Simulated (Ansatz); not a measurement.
Take Ag in the fcc (Cu type) structure (space group Fm-3m, No. 225; a = 4.054 Å; relaxed with 0.1 eV smearing) as the base. Axes: x, y, z lie along the cube axes.

Level of theory: PBEsol, PAW, 420 eV (Ansatz, a first-principles code; no spin-orbit coupling).

Strains are applied to the cell and any free atomic positions relax; under biaxial strain the out-of-plane vector relaxes too.

One change was made to it. Results:

| quantity | base | after |
|---|---|---|
| shortest interatomic distance | 2.866 Å | 2.863 Å |
| pressure (mean of the normal stresses, compression positive) | 0.0 GPa | -0.3 GPa |

Problem. Which of these changes matches the shifts?
A. biaxial strain +3.00 %, plane normal [001], relaxed out of plane
B. biaxial strain −1.50 %, plane normal [001], relaxed out of plane
C. biaxial strain +0.50 %, plane normal [001], relaxed out of plane
D. biaxial strain −2.50 %, plane normal [001], relaxed out of plane

Solution. C, biaxial strain +0.50 %, plane normal [001], relaxed out of plane. For comparison, the pressure in the other runs: biaxial strain −1.50 %, plane normal [001], relaxed out of plane gives 1.2 GPa; biaxial strain +3.00 %, plane normal [001], relaxed out of plane gives -1.2 GPa; biaxial strain −2.50 %, plane normal [001], relaxed out of plane gives 2.1 GPa.

No phonon test of stability was made.
